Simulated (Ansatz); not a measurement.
The starting structures come from a database of crystals and need not be the phases stable at ambient conditions.

The decay constant κ of evanescent states in the gap governs leakage through a thin film.

Data:

```
CELL_PARAMETERS angstrom
      7.18078     0.00000     0.00000
      3.28327     8.66062     0.00000
     -0.61424     2.95512     6.51564
ATOMIC_POSITIONS crystal
  Cs 0.75000 0.50000 0.25000
  Cs 0.25000 0.50000 0.75000
  Cs 0.27215 0.00000 0.72785
  Cs 0.72785 0.00000 0.27215
  As 0.71148 0.15178 0.71148
  As 0.28852 0.84822 0.28852
  As 0.13674 0.15178 0.13674
  As 0.86326 0.84822 0.86326
  As 0.84767 0.30466 0.84767
  As 0.15233 0.69534 0.15233
```

Space group of this cell: Fmmm. The cell is taken as given.

Transport runs along the normal of the first two printed cell vectors.

The gap is the functional's own. No spin-orbit coupling. Mid-gap values are interpolated on the energy grid.

Task: Give the band gap and the smallest decay constant κ at mid-gap that r2SCAN (Ansatz, an electronic-structure program) yields.

Result: Gap 0.72 eV on a 6×6×6 mesh; κ = 0.182 1/Å, at (0.500, 0.000) of the in-plane reciprocal vectors. At the zone centre, at the nearest computed energy, the slowest state has κ = 0.23 1/Å.
